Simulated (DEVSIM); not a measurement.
Device: illuminated InP p-on-n cell, one wavelength, at 300 K.

```tsv
layer (left to right)	material	thickness (μm)	Nd (cm⁻³)	Na (cm⁻³)	τn (s)	τp (s)	absorption coefficient (cm⁻¹)
1	InP	0.430	-	5.4e18	6.5e-11	1.3e-11	66000
2	InP	0.800	1.4e16	-	5e-10	5e-10	66000
```

Left contact: ohmic, minority electron recombination velocity 2000 cm/s. Right contact: ohmic, minority hole recombination velocity 2e5 cm/s. Voltage is applied to the left contact. Recombination: SRH at mid-gap, radiative, Auger. Light enters at the left, 5.5e17 photons cm⁻² s⁻¹, one pass, no reflection. Mobility is constant in doping.

The device is made up for the run: typed textbook-type constants, with dimensions and the other settings drawn at random. Values at 300 K.

```tsv
parameter	InP
gap (eV)	1.344
affinity (eV)	4.38
permittivity	12.5
Nc (cm⁻³)	5.7e17
Nv (cm⁻³)	1.1e19
μn (cm²/Vs)	5200
μp (cm²/Vs)	170
B (cm³/s)	1.2e-10
Cn (cm⁶/s)	9e-31
Cp (cm⁶/s)	9e-31
```

Model (solved in DEVSIM): 1D drift-diffusion, Boltzmann statistics, complete ionisation; no tunnelling, impact ionisation, image-force lowering or self-heating.

**Question.** Tabulate band edges, carrier densities and field at -2.0 V on the left contact, in the dark.

**Answer.** Energies count from the Fermi level of the right contact; mesh points crowd at the junctions.

```json
[
 {"x (μm)": "0.000", "Ec (eV)": "3.326", "Ev (eV)": "1.982", "n (cm⁻³)": "< 1e2", "p (cm⁻³)": "5.4e18", "field (V/cm)": "≈ 0"},
 {"x (μm)": "0.01476", "Ec (eV)": "3.326", "Ev (eV)": "1.982", "n (cm⁻³)": "< 1e2", "p (cm⁻³)": "5.4e18", "field (V/cm)": "≈ 0"},
 {"x (μm)": "0.03523", "Ec (eV)": "3.326", "Ev (eV)": "1.982", "n (cm⁻³)": "< 1e2", "p (cm⁻³)": "5.4e18", "field (V/cm)": "≈ 0"},
 {"x (μm)": "0.06912", "Ec (eV)": "3.326", "Ev (eV)": "1.982", "n (cm⁻³)": "< 1e2", "p (cm⁻³)": "5.4e18", "field (V/cm)": "≈ 0"},
 {"x (μm)": "0.1446", "Ec (eV)": "3.326", "Ev (eV)": "1.982", "n (cm⁻³)": "< 1e2", "p (cm⁻³)": "5.4e18", "field (V/cm)": "≈ 0"},
 {"x (μm)": "0.2319", "Ec (eV)": "3.326", "Ev (eV)": "1.982", "n (cm⁻³)": "< 1e2", "p (cm⁻³)": "5.4e18", "field (V/cm)": "≈ 0"},
 {"x (μm)": "0.3058", "Ec (eV)": "3.326", "Ev (eV)": "1.982", "n (cm⁻³)": "< 1e2", "p (cm⁻³)": "5.4e18", "field (V/cm)": "≈ 0"},
 {"x (μm)": "0.3723", "Ec (eV)": "3.326", "Ev (eV)": "1.982", "n (cm⁻³)": "< 1e2", "p (cm⁻³)": "5.4e18", "field (V/cm)": "≈ 0"},
 {"x (μm)": "0.4022", "Ec (eV)": "3.326", "Ev (eV)": "1.982", "n (cm⁻³)": "< 1e2", "p (cm⁻³)": "5.4e18", "field (V/cm)": "≈ 0"},
 {"x (μm)": "0.4202", "Ec (eV)": "3.325", "Ev (eV)": "1.981", "n (cm⁻³)": "< 1e2", "p (cm⁻³)": "5.4e18", "field (V/cm)": "-1400"},
 {"x (μm)": "0.4331", "Ec (eV)": "3.247", "Ev (eV)": "1.903", "n (cm⁻³)": "< 1e2", "p (cm⁻³)": "2.6e17", "field (V/cm)": "-120000"},
 {"x (μm)": "0.4574", "Ec (eV)": "2.978", "Ev (eV)": "1.634", "n (cm⁻³)": "< 1e2", "p (cm⁻³)": "7.7e12", "field (V/cm)": "-110000"},
 {"x (μm)": "0.4884", "Ec (eV)": "2.654", "Ev (eV)": "1.310", "n (cm⁻³)": "< 1e2", "p (cm⁻³)": "2.8e7", "field (V/cm)": "-100000"},
 {"x (μm)": "0.5324", "Ec (eV)": "2.228", "Ev (eV)": "0.884", "n (cm⁻³)": "130", "p (cm⁻³)": "19000", "field (V/cm)": "-92000"},
 {"x (μm)": "0.6407", "Ec (eV)": "1.346", "Ev (eV)": "0.002", "n (cm⁻³)": "560", "p (cm⁻³)": "14000", "field (V/cm)": "-70000"},
 {"x (μm)": "0.7786", "Ec (eV)": "0.567", "Ev (eV)": "-0.777", "n (cm⁻³)": "1.7e8", "p (cm⁻³)": "510", "field (V/cm)": "-42000"},
 {"x (μm)": "0.9301", "Ec (eV)": "0.155", "Ev (eV)": "-1.189", "n (cm⁻³)": "1.4e15", "p (cm⁻³)": "< 1e2", "field (V/cm)": "-12000"},
 {"x (μm)": "1.050", "Ec (eV)": "0.099", "Ev (eV)": "-1.245", "n (cm⁻³)": "1.2e16", "p (cm⁻³)": "< 1e2", "field (V/cm)": "-830"},
 {"x (μm)": "1.144", "Ec (eV)": "0.096", "Ev (eV)": "-1.248", "n (cm⁻³)": "1.4e16", "p (cm⁻³)": "< 1e2", "field (V/cm)": "-62"},
 {"x (μm)": "1.185", "Ec (eV)": "0.096", "Ev (eV)": "-1.248", "n (cm⁻³)": "1.4e16", "p (cm⁻³)": "< 1e2", "field (V/cm)": "-21"},
 {"x (μm)": "1.210", "Ec (eV)": "0.096", "Ev (eV)": "-1.248", "n (cm⁻³)": "1.4e16", "p (cm⁻³)": "< 1e2", "field (V/cm)": "-13"},
 {"x (μm)": "1.230", "Ec (eV)": "0.096", "Ev (eV)": "-1.248", "n (cm⁻³)": "1.4e16", "p (cm⁻³)": "< 1e2", "field (V/cm)": "-11"}
]
```
